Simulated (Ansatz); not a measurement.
```
CELL_PARAMETERS angstrom
      0.00000     3.05573     3.11685
      3.05573     0.00000     3.11685
      3.05573     3.05573     0.00000
ATOMIC_POSITIONS crystal
  Ga 0.00000 0.00000 0.00000
  Sb 0.25000 0.25000 0.25000
```

No spin polarisation.

Level of theory: PBEsol/PAW in Ansatz (a first-principles code), no spin-orbit coupling. Settings: 13×13×13 k-points, 0.05 eV Fermi–Dirac smearing.

Question: What is the computed band gap?

Answer: Zero.

Question: What is the computed pressure (mean of the normal stresses, compression positive)?

Answer: -1.0 GPa.

Question: Predict the space group.

Answer: I-4m2 (No. 119).

With Sb present, leaving out spin-orbit coupling can change the band edges. The cells carry an imposed strain or load. No phonon test of stability was made. The final runs are not spin-polarised. The cell was made from GaSb in the zinc blende structure (space group F-43m, No. 216) by this change: uniaxial strain ε_zz = +2.00 %. The zero or small gap of GaSb can change with the level of theory.
